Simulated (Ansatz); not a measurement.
Rutile MgH2, treated with r²SCAN-D4 in Ansatz (PAW).

Numerical settings: plane-wave cutoff 560 eV, 8×8×12 k mesh (along the axes of the cell as run), Fermi–Dirac smearing 0.01 eV, scalar-relativistic PAW data made under PBE.

Computed at the level's own relaxed cell.

```
MgH2
1.0
    4.50737     0.00000     0.00000
    0.00000     4.50737     0.00000
    0.00000     0.00000     3.00202
Mg H
2 4
Direct
  0.00000   0.00000   0.00000
  0.50000   0.50000   0.50000
  0.30458   0.30458   0.00000
  0.80458   0.19542   0.50000
  0.19542   0.80458   0.50000
  0.69542   0.69542   0.00000
```

List the 8 lowest band energies at Γ above −25 eV (eV, relative to the valence band maximum), grouping those that round alike.

At Γ: -6.53, -1.46 (×2), -0.40, 5.25, 5.68, 9.90 (×2).

Note: a distance lies near a switch of the dispersion term, which can move the cell.

Ansatz is a quantum-chemistry and plane-wave program.
